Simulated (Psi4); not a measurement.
Psi4 1.11, unrestricted B3LYP/def2-tzvp: germanium monotelluride triplet ([Ge]=[Te]), charge 0, multiplicity 3, 2 atoms. The geometry is a generated start, not checked to be a minimum at this level.

- task = energy
- method = b3lyp
- basis = def2-tzvp
- memory = 3 GB
- maxiter = 100
- keys of the molecule block = symmetry c1
- scf_type = df (default)
- guess = auto, which took SAD (default)
- scf_initial_accelerator = adiis (default)
- e_convergence = 1e-06 (default)
- d_convergence = 1e-06 (default)
- dft_radial_points = 75 (default)
- dft_spherical_points = 302 (default)
- effective core potentials = those of the basis set, past Kr
- basis functions = 98
- grid points = 41555

```xyz
2

Ge     1.1782    -0.0197     0.0103
Te    -1.1782     0.0197    -0.0103
```

Charge 0 and multiplicity 3 are set for this test and not shown to be the ground state.

One run each on 2 threads. Values of diis_max_vecs tried: 3, 6, 10 (default), 20.

Problem. Which value of diis_max_vecs needs the fewest SCF iterations, and what happens away from it?

Solution. Fewest SCF iterations, within one of each other: 6 with 9, 10 (default) with 9, 20 with 9. The count rises to 15 at 3. All converge to one solution.

```tsv
diis_max_vecs	SCF iterations	end
3	15	same solution
6	9	same solution
10 (default)	9	same solution
20	9	same solution
```
